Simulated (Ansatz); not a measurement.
Start from Ag in the fcc (Cu type) structure (space group Fm-3m, No. 225; a = 4.054 Å; relaxed with 0.1 eV smearing). Axes: x, y, z lie along the cube axes.

All numbers come from PBEsol, PAW, 420 eV (Ansatz, an electronic-structure program; spin-orbit coupling left out).

For the base:

```
Property                         Value
-----------------------------  -------
Shortest interatomic distance  2.866 Å
```

The change: biaxial strain +0.83 %, plane normal [111], relaxed out of plane (Cartesian); in-plane vectors clamped, the third vector and the atoms free.

Question: How does this affect the ratio −ε⊥/ε∥?

Answer: The ratio −ε⊥/ε∥ comes out as 0.85.

Question: What does the calculation give for the shortest interatomic distance after the change?

Answer: The shortest interatomic distance shrinks by 0.005 Å, from 2.866 Å to 2.861 Å.

Question: What happens to the in-plane stress?

Answer: The mean in-plane stress (compression positive) comes out as -1.6 GPa.

Stability against distortions was not tested.
